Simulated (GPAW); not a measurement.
```
NiPbF6
1.0
    2.58187     1.49064     4.80734
   -2.58187     1.49064     4.80734
    0.00000    -2.98129     4.80734
Ni Pb F
1 1 6
Direct
  0.98940   0.99796   0.01292
  0.49272   0.51857   0.49488
  0.39883   0.07746   0.76062
  0.60948   0.90928   0.23697
  0.75267   0.40344   0.09426
  0.24285   0.60011   0.91342
  0.10398   0.75004   0.38813
  0.91007   0.24315   0.59881
```
Moments meant for the start (each program seeds them in its own way; μB, in the order of the atoms Ni Pb F F F F F F): 2.0 0.0 0.0 0.0 0.0 0.0 0.0 0.0.

Method: PBEsol, GPAW PAW datasets PBEsol (made by gpaw-setup) (plane waves; GPAW).

The set-up and first iterations of a GPAW log for NiPbF6 (P1, 8 atoms in the cell):

```
Input parameters:
  convergence: {bands: -6,
                forces: 0.001}
  kpts: [3 3 3]
  maxiter: 120
  mode: {ecut: 900,
         name: pw}
  nbands: -8
  occupations: {name: fermi-dirac,
                width: 0.02}
  spinpol: True
  symmetry: {symmorphic: False,
             tolerance: 0.0005}
  xc: PBEsol

species:
  Ni:
    name: Nickel
    Z: 28.0
    valence: 16
    core: 12
    charge: 0.0
    file: Ni.PBEsol.gz

    # Using partial waves for Ni as LCAO basis

  Pb:
    name: Lead
    Z: 82.0
    valence: 14
    core: 68
    charge: 0.0
    file: Pb.PBEsol.gz

    # Using partial waves for Pb as LCAO basis

  F:
    name: Fluorine
    Z: 9.0
    valence: 7
    core: 2
    charge: 0.0
    file: F.PBEsol.gz

    # Using partial waves for F as LCAO basis

Reference energy: -624691.661960  # eV

Spin-polarized calculation.
Initial magnetic moment: 2.000000

Convergence criteria:
   [... lines left out ...]
  External potential:
    NoExternalPotential

XC parameters: PBEsol with 2 nearest neighbor stencil

Number of atoms: 8
Number of atomic orbitals: 45
Number of bands in calculation: 45
Number of valence electrons: 72
Bands to converge: 39

Density initialized from atomic densities
  45 bands from LCAO basis set

Atomic positions and initial magnetic moments

Positions:
   0 Ni    -0.022111   -0.057369    0.001375    ( 0.0000,  0.0000,  2.0000)
   1 Pb    -0.066723    0.032104    7.240646    ( 0.0000,  0.0000,  0.0000)
   2 F      0.829743   -1.557640    5.946226    ( 0.0000,  0.0000,  0.0000)
   3 F     -0.774049    1.557454    8.440360    ( 0.0000,  0.0000,  0.0000)
   4 F      0.901671    1.442340    6.010967    ( 0.0000,  0.0000,  0.0000)
   5 F     -0.922393   -1.466620    8.443495    ( 0.0000,  0.0000,  0.0000)
   6 F     -1.668047    0.115915    5.971402    ( 0.0000,  0.0000,  0.0000)
   7 F      1.721905   -0.066185    8.422588    ( 0.0000,  0.0000,  0.0000)

Unit cell:
           periodic     x           y           z      points  spacing
  1. axis:    yes    2.581869    1.490643    4.807339    40     0.1068
  2. axis:    yes   -2.581869    1.490643    4.807339    40     0.1068
  3. axis:    yes    0.000000   -2.981286    4.807339    40     0.1068

  Lengths:   5.656728   5.656728   5.656728
  Angles:   54.313253  54.313253  54.313247

Effective grid spacing dv^(1/3) = 0.1202
     iter     time        total  log10-change:         magmom
                         energy   eigst   dens  force
iter:   1 --:--:--   -40.736864   +0.22                  +2.0006
iter:   2 --:--:--   -40.437585   -0.56  -1.16           +2.0002
iter:   3 --:--:--   -38.254532   -0.34  -1.21           +2.0000
iter:   4 --:--:--   -38.357030   -0.88  -1.51           +2.0000
iter:   5 --:--:--   -38.235178   -1.19  -1.67           +2.0002
iter:   6 --:--:--   -38.187554   -2.80  -2.14           +2.0188
iter:   7 --:--:--   -38.159556   -2.23  -2.33           +2.0297
iter:   8 --:--:--   -38.164477c  -2.64  -2.52           +2.0211
iter:   9 --:--:--   -38.158156c  -2.97  -2.61           +2.0047
iter:  10 --:--:--   -38.157100c  -3.53  -2.77           +1.9978
iter:  11 --:--:--   -38.158844c  -3.55  -2.84           +2.0004
iter:  12 --:--:--   -38.156831c  -4.63  -3.16           +1.9966
```

Question: How does the run end?

Answer: The run converged in 28 iterations. Its thresholds were met; that alone does not show that basis and mesh suffice. It ends on: free energy E − TS (from the program's reference atoms) -38.1569 eV; top of the valence band (on the code's own zero) 1.50 eV; gap on the k-point mesh 0.32 eV; largest force (vector length) 1.913 eV/Å; size of the cell's spin moment 2.00 μB; site moments (μB, in the program's spheres or projections) Ni 1.69, Pb 0.00, F 0.05, F 0.04, F 0.04, F 0.04, F 0.04, F 0.04. The log goes on:

```
   [... 2 lines left out ...]
iter:  15 --:--:--   -38.157012c  -5.01  -3.53           +2.0001
iter:  16 --:--:--   -38.156929c  -5.49  -3.65           +2.0001
   [... lines left out ...]
iter:  18 --:--:--   -38.156895c  -5.80  -3.77           +2.0001
iter:  19 --:--:--   -38.156916c  -6.04  -4.29c          +2.0000
iter:  20 --:--:--   -38.156915c  -6.98  -4.28c          +2.0001
iter:  21 --:--:--   -38.156914c  -7.81c -4.33c          +2.0001
iter:  22 --:--:--   -38.156915c  -6.95  -4.35c          +2.0001
iter:  23 --:--:--   -38.156914c  -8.09c -4.57c -1.95    +2.0001
iter:  24 --:--:--   -38.156914c  -7.00  -4.58c          +2.0001
iter:  25 --:--:--   -38.156914c  -7.31  -4.64c          +2.0001
iter:  26 --:--:--   -38.156914c  -7.17  -4.71c          +2.0001
iter:  27 --:--:--   -38.156914c  -8.27c -5.09c -2.42    +2.0001
iter:  28 --:--:--   -38.156914c  -8.78c -5.24c -3.29c   +2.0001
Converged after 28 iterations.

Dipole moment: (1.255932, 0.793306, 0.486891) |e|*Ang

Total magnetic moment: (0.000000, 0.000000, 2.000073)
Local magnetic moments:
   0 Ni ( 0.000000,  0.000000,  1.691122)
   1 Pb ( 0.000000,  0.000000,  0.003823)
   2 F  ( 0.000000,  0.000000,  0.049166)
   3 F  ( 0.000000,  0.000000,  0.039599)
   4 F  ( 0.000000,  0.000000,  0.042381)
   5 F  ( 0.000000,  0.000000,  0.041532)
   6 F  ( 0.000000,  0.000000,  0.037121)
   7 F  ( 0.000000,  0.000000,  0.042040)

Energy contributions relative to reference atoms: (reference = -624691.661960)

Kinetic:        +58.981799
Potential:      -54.293104
External:        +0.000000
XC:             -42.683769
Entropy (-ST):   -0.000014
Local:           -0.161832
SIC:             +0.000000
--------------------------
Free energy:    -38.156921
Extrapolated:   -38.156914

Spin contamination: 0.029826 electrons
Showing only first 2 kpts
                      Up                     Down
   [... lines left out ...]
Fermi level: 1.68543
Gap: 0.321 eV
Direct gap: 0.330 eV
   [... lines left out ...]
  1 Pb    1.53765   -1.11092   -0.25094
  2 F    -0.77227    0.17970    0.22823
  3 F    -0.19091    0.31222    0.31048
  4 F     0.48020   -0.08865   -0.27725
  5 F    -0.38357    0.11110    0.12926
  6 F    -0.70119    0.03206   -0.45161
  7 F    -0.16316   -0.50305    0.10370

Stress tensor:
     0.029640    -0.002762    -0.007303
    -0.002762     0.031165     0.001179
    -0.007303     0.001179     0.028975
Stress (GPa, Voigt): [ 4.7488  4.9932  4.6423  0.1889 -1.1701 -0.4425]
```

For comparison: a first run was changed to give this one (atoms moved at random), and from it to this one the free energy rises by 23.5 meV/atom, the largest force goes from 0.269 to 1.913 eV/Å, the gap on the mesh goes from 0.204 to 0.321 eV and the size of the net moment stays at 0.25 μB/atom.

The starting cell comes from a database of computed structures (which also holds hypothetical and non-ambient phases and stackings), without a prior relaxation at this level. Its lattice was rescaled by a random factor within 2.5 % of one. For this run, on top of that: atoms moved at random. Spin-orbit coupling is off. With one magnetic atom in the cell only a parallel order is possible. Forces in this geometry exceed 1 eV/Å.

The run was DFT PBEsol, plane waves, GPAW PAW datasets PBEsol (made by gpaw-setup). Main settings of its input:

```
setting                    value
-------------------  -----------
spinpol                     true
mode                          pw
ecut                      900 eV
xc                        PBEsol
kpts                       3 3 3
mesh shift (steps)         0 0 0
occupations.name     fermi-dirac
occupations.width        0.02 eV
nbands                        -8
convergence.forces    0.001 eV/Å
convergence.bands             -6
symmetry.symmorphic        false
```
